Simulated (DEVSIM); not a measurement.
Structure: Schottky contact on n-type CdTe, at 300 K.

| layer (left to right) | material | thickness (μm) | Nd (cm⁻³) | τn (s) | τp (s) |
|---|---|---|---|---|---|
| 1 | CdTe | 10.0 | 1.1e15 | 2.1e-9 | 2.1e-9 |

Left contact: Schottky, work function 4.83 eV, emission velocity 1.1e7 cm/s. Right contact: ohmic. Voltage is applied to the left contact. Recombination: SRH at mid-gap, Auger. Mobility is μmin + (μ − μmin)/(1 + (N/Nref)^α).

Constants are typed, rounded textbook-type inputs, not results; the design itself was drawn at random and stands for no fabricated device. Values at 300 K; Nc and Nv go as T^1.5, mobilities as T to minus their exponent, the gap by Varshni's rule with the affinity fixed.

```tsv
parameter	CdTe
gap (eV)	1.5
affinity (eV)	4.28
permittivity	10.2
Nc (cm⁻³)	8e17
Nv (cm⁻³)	1.8e19
μn (cm²/Vs)	1000
μp (cm²/Vs)	80
μn,min	100
μp,min	10
Nref,n	1e17
Nref,p	1e17
αn	0.6
αp	0.6
T exponent of μn	1.7
T exponent of μp	1.5
Cn (cm⁶/s)	1e-30
Cp (cm⁶/s)	1e-30
Varshni α (eV/K)	0.00031
Varshni β (K)	108
```

Simulated with DEVSIM: 1D drift-diffusion, Boltzmann statistics, complete ionisation; no tunnelling, impact ionisation, image-force lowering or self-heating. Metal contacts follow the ideal Schottky-Mott rule: no Fermi-level pinning, no interface dipoles.

Base results: potential step across the device at zero bias (V) 0.380; dark forward voltage at 1 A/cm² (V) 0.218; largest field in the device at zero bias (V/cm) 12000.

Task: What follows from this one change: temperature 300 → 350 K?

Result: potential step across the device at zero bias 0.380 → 0.344 V; dark forward voltage at 1 A/cm² 0.218 → 0.159 V; largest field in the device at zero bias little changed (11000 V/cm).

Task: What follows from this one change: metal work function 4.83 → 4.68 eV?

Result: potential step across the device at zero bias 0.380 → 0.230 V; dark forward voltage at 1 A/cm² 0.218 → 0.071 V; largest field in the device at zero bias 12000 → 8900 V/cm.

Task: What follows from this one change: thickness of layer 1 10 → 30 μm?

Result: potential step across the device at zero bias little changed (0.380 V); dark forward voltage at 1 A/cm² 0.218 → 0.231 V; largest field in the device at zero bias little changed (12000 V/cm).

Task: What follows from this one change: doping Nd of layer 1 1.1e+15 → 3.3e+14 cm^-3?

Result: potential step across the device at zero bias 0.380 → 0.349 V; dark forward voltage at 1 A/cm² 0.218 → 0.245 V; largest field in the device at zero bias 12000 → 6100 V/cm.

Task: What follows from this one change: metal work function 4.83 → 4.88 eV?

Result: potential step across the device at zero bias 0.380 → 0.430 V; dark forward voltage at 1 A/cm² 0.218 → 0.268 V; largest field in the device at zero bias little changed (13000 V/cm).
